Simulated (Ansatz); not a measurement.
System: Be3N2 (R3m, No. 160, 5 atoms in the cell; start mp-1070456; a measured phase of this formula has another space group). Method: PBE0 (plane waves, PAW; Ansatz, a program for electronic structure).

Run with plane-wave cutoff 460 eV, 10×10×10 k mesh, Fermi–Dirac smearing 0.01 eV, scalar-relativistic PAW data made under PBE.

Cell (relaxed with PBEsol):

```cif
data_Be9N6
_chemical_formula_sum 'Be9 N6'
_space_group_name_H-M_alt 'R3m :H'
_space_group_IT_number 160
_space_group_name_Hall 'R 3 -2"'
_cell_length_a 2.83514
_cell_length_b 2.83514
_cell_length_c 14.55829
_cell_angle_alpha 90.000
_cell_angle_beta 90.000
_cell_angle_gamma 120.000
loop_
_atom_site_label
_atom_site_type_symbol
_atom_site_symmetry_multiplicity
_atom_site_Wyckoff_symbol
_atom_site_fract_x
_atom_site_fract_y
_atom_site_fract_z
_atom_site_occupancy
Be1 Be 3 a 0.00000 0.00000 0.85893 1
Be2 Be 3 a 0.00000 0.00000 0.31764 1
Be3 Be 3 a 0.00000 0.00000 0.08889 1
N1 N 3 a 0.00000 0.00000 0.20418 1
N2 N 3 a 0.00000 0.00000 0.70845 1
```
(The calculation used a cell of 5 atoms; values per cell refer to that cell.)

Question: Estimate the band gap, smallest direct gap on the k points sampled and direct gap at Γ that the calculation returns.

Answer: 
band gap: 4.77 eV (on the SCF k mesh) (indirect)
smallest direct gap on the k points sampled: 5.86 eV
direct gap at Γ: 8.35 eV

Note: cell and atoms aren't relaxed at this level (pressure -1.6 GPa).

A start named mp-… is a Materials Project structure, which need not be a measured phase.
